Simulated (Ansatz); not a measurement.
**A computed series for CaO: response to strain**

Start from CaO in the rock salt structure (space group Fm-3m, No. 225; a = 4.7671 Å). Axes: x, y, z lie along the cube axes.

Strains are applied to the cell and any free atomic positions relax; under biaxial strain the out-of-plane vector relaxes too.

Method: plane-wave PAW DFT at the PBEsol level (Ansatz, a quantum-chemistry and plane-wave program, 420 eV), no spin-orbit coupling.

| biaxial strain, plane normal [001], relaxed out of plane (%) | out-of-plane strain (%) |
|---|---|
| 0 | 0.00 |
| 0.5 | -0.26 |
| 1 | -0.51 |
| 1.5 | -0.75 |
| 2 | -1.00 |
| 2.5 | ? |
| 3 | -1.46 |

Fit ε⊥ = −νε + γε² (strains in %) to the rows shown and predict the withheld row.

Least squares on the printed values gives ν = 0.52 (the biaxial Poisson response) and γ = 0.011 (largest residual 0.01 %); this predicts -1.23 %, and the run gives -1.23 %, in agreement.

Whether these cells are dynamically stable was not tested.
